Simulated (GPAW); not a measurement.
Checking a run of GPAW on RbHgI3 (Pm-3m, 5 atoms in the cell). The aim is a self-consistent single point with DFT PBE, plane waves, GPAW PAW datasets PBE (gpaw-data 1.0.1).

Cell that was meant: a = 5.7713 Å, b = 5.7713 Å, c = 5.7713 Å, α = 90.00°, β = 90.00°, γ = 90.00°.

Part of the input:

```python
                                [0.500000, 0.000000, 0.500000]],
              pbc=True)

calc = GPAW(mode=PW(120),
            xc='PBE',
            kpts=monkhorst_pack((5, 5, 5)) + [0.5 / 5, 0.5 / 5, 0.5 / 5],
            occupations=FermiDirac(0.1),
```

The program printed (abridged):

```
Input parameters:
  kpts: [[-0.3 -0.3 -0.3],
         [-0.3 -0.3 -0.1],
         [-0.3 -0.3  0.1],
         ...,
         [ 0.5  0.5  0.1],
   [... lines left out ...]
   4 I      2.885667    0.000000    2.885667    ( 0.0000,  0.0000,  0.0000)

Unit cell:
           periodic     x           y           z      points  spacing
  1. axis:    yes    5.771335    0.000000    0.000000    15     0.3848
  2. axis:    yes    0.000000    5.771335    0.000000    15     0.3848
  3. axis:    yes    0.000000    0.000000    5.771335    15     0.3848

  Lengths:   5.771335   5.771335   5.771335
  Angles:   90.000000  90.000000  90.000000

Effective grid spacing dv^(1/3) = 0.3848
     iter     time        total  log10-change:
                         energy   eigst   dens
iter:   1 --:--:--    -1.821567
iter:   2 --:--:--    -1.473942   -2.78  -1.37
iter:   3 --:--:--    -0.414895   -1.85  -1.41
iter:   4 --:--:--    -0.429150   -3.24  -1.75
iter:   5 --:--:--    -0.488277   -2.74  -1.80
iter:   6 --:--:--    -0.417717   -3.06  -2.02
iter:   7 --:--:--    -0.415315   -4.87  -2.68
iter:   8 --:--:--    -0.414306c  -4.63  -2.70
iter:   9 --:--:--    -0.414456c  -5.81  -3.26
iter:  10 --:--:--    -0.414300c  -5.94  -3.20
iter:  11 --:--:--    -0.414288c  -5.87  -3.67
iter:  12 --:--:--    -0.414278c  -7.35  -4.33c
iter:  13 --:--:--    -0.414275c  -8.12c -4.47c
Converged after 13 iterations.

Dipole moment: (-0.000000, 0.000000, 0.000000) |e|*Ang

Energy contributions relative to reference atoms: (reference = -1194881.518150)

Kinetic:        -47.490457
Potential:      +53.665654
External:        +0.000000
XC:              -8.705626
Entropy (-ST):   -0.019658
Local:           +2.125983
SIC:             +0.000000
--------------------------
Free energy:     -0.424104
Extrapolated:    -0.414275

Showing only first 2 kpts
 Kpt  Band  Eigenvalues  Occupancy
  0    22      2.30424    1.99990
  0    23      2.30426    1.99990
  0    24      2.59612    1.99824
  0    25      6.82705    0.00000

  1    22      2.19205    1.99997
  1    23      2.22394    1.99996
  1    24      3.89463    0.00519
  1    25      7.59331    0.00000

   [... lines left out ...]
Fermi level: 3.29953
No gap
   [... lines left out ...]
  0 Rb    0.00000   -0.00000    0.00000
  1 Hg   -0.00000   -0.00000    0.00000
  2 I     0.00000   -0.00000   -0.00000
  3 I     0.00000    0.00000    0.00000
  4 I    -0.00000    0.00000    0.00000

Stress tensor:
     0.175912     0.000000     0.000000
     0.000000     0.175912     0.000000
     0.000000     0.000000     0.175912
Stress (GPa, Voigt): [28.1842 28.1842 28.1842  0.      0.      0.    ]
```

**Question.** Is anything amiss in this input, and did it matter?

**Answer.** The run is not sound. The fault is a basis or grid far too coarse for these potentials. The error of an incomplete plane-wave basis or grid does not cancel at such settings. To fix it, restore the cutoff that the potentials need and check convergence. The run converged in 13 iterations without an error; against the sound input the free energy rises by 1.85 eV/atom.

The sound input it was made from differs as follows (other fixes are possible):
```diff
-calc = GPAW(mode=PW(120),
+calc = GPAW(mode=PW(500),
```

With that input, the run converged in 18 iterations: free energy E − TS (from the program's reference atoms) -9.6614 eV; Fermi level (on the code's own zero) 3.38 eV (DFT PBE, plane waves, GPAW PAW datasets PBE (gpaw-data 1.0.1)).

On the sound input: the starting cell was generated: these elements placed on a structure prototype, without a prior relaxation; it need not be a known phase or ordering of this composition. The run gives no clean gap (levels at the Fermi energy touch, overlap or are partly filled at this smearing), which alone does not show that the compound is a metal.
